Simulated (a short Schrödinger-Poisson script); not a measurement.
## Gated In0.52Al0.48As/In0.53Ga0.47As δ-doped gas in a quantum well

Structure: gated In0.52Al0.48As/In0.53Ga0.47As δ-doped gas in a quantum well, at 300 K.

| layer | material | thickness (nm) | Na (cm⁻³) |
|---|---|---|---|
| 1 | In0.52Al0.48As | 30 | - |
| 2 | In0.52Al0.48As | 3 | - |
| 3 | In0.53Ga0.47As | 8 | - |
| 4 | In0.52Al0.48As | 4000 | 2e14 |

Constants are typed, rounded textbook-type inputs, not results; the design itself was drawn at random and stands for no fabricated device. In0.52Al0.48As: permittivity 12.5, conduction-band edge (eV) 0.52, gap (eV) 1.45, electron mass (mₑ) 0.075, Nv at 300 K (cm⁻³) 1.1e19. In0.53Ga0.47As: permittivity 13.9, conduction-band edge (eV) 0, gap (eV) 0.74, Nv at 300 K (cm⁻³) 7.7e18.

Channel valleys (confinement mass, in-plane density-of-states mass, number): Γ 0.041, 0.041, 1. At the gate the conduction-band edge of layer 1 lies 0.65 eV − eVg above the Fermi level of the channel; the field vanishes at the back. Sheet of ionised δ-doping: +1.8e12 e/cm² at 30 nm from the gate. The barrier under the gate holds no holes. Gaps are held at their typed values at every temperature. Mesh 0.08 nm at interfaces.

From a short Schrödinger-Poisson script (our own, NumPy): 1D Poisson equation in equilibrium, electrons quantum, Hartree plus LDA exchange-correlation (BenDaniel-Duke, 40 states a valley, the channel's in-plane mass for all, wave functions free to enter the barrier), parabolic valleys, classical holes, full ionisation, no traps, pinning or gate leakage.

| Vg (V) | electrons (cm⁻²) | in the channel layer | C (μF/cm²) | Γ E0 (meV) | Γ E1 (meV) |
|---|---|---|---|---|---|
| 0.4 | 1.72e12 | 1.64e12 | 0.286 | -99.3 | 103.8 |
| 0.2 | 1.36e12 | 1.31e12 | 0.284 | -78.1 | 125.8 |
| 0 | 1.01e12 | 9.70e11 | 0.281 | -56.1 | 148.8 |
| -0.2 | 6.62e11 | 6.36e11 | 0.276 | -32.0 | 173.9 |
| -0.4 | 3.26e11 | 3.13e11 | 0.260 | -2.1 | 204.9 |
| -0.6 | 4.56e10 | 4.39e10 | 0.151 | 57.4 | 265.1 |
| -0.8 | 5.00e7 | 4.82e7 | 0.00642 | 235.0 | 442.2 |

Gate voltages with under 1e6 electrons/cm² are left out.

Subbands count from the Fermi level.
